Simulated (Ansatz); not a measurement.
Results of PBEsol (Ansatz, a program for electronic structure, PAW) for C11b MoSi₂.

Run with plane-wave cutoff 500 eV, 18×18×18 k mesh, Fermi–Dirac smearing 0.05 eV, no spin polarisation, scalar-relativistic PAW data made under PBE.

Computed at the level's own relaxed cell.

Estimate the volume per atom, lattice constant a and lattice parameter c that the calculation returns.


* **volume per atom**: 13.27 Å³/atom
* **lattice constant a**: 3.190 Å
* **lattice parameter c**: 7.821 Å

Measured, for comparison: lattice constant a 3.205 Å, lattice parameter c 7.845 Å (temperature not stated, not corrected to a static lattice; as tabulated in Pavlosiuk et al. (2022), arXiv:2202.05362). Computed (rounded) less measured: lattice constant a -0.5 %, lattice parameter c -0.3 %. A static lattice is as a rule a little smaller and stiffer than an uncorrected measurement, which narrows the difference in the lattice constant a, lattice parameter c and would widen misses of the other sign.

Computing time: about 90 core-seconds (a rough figure).
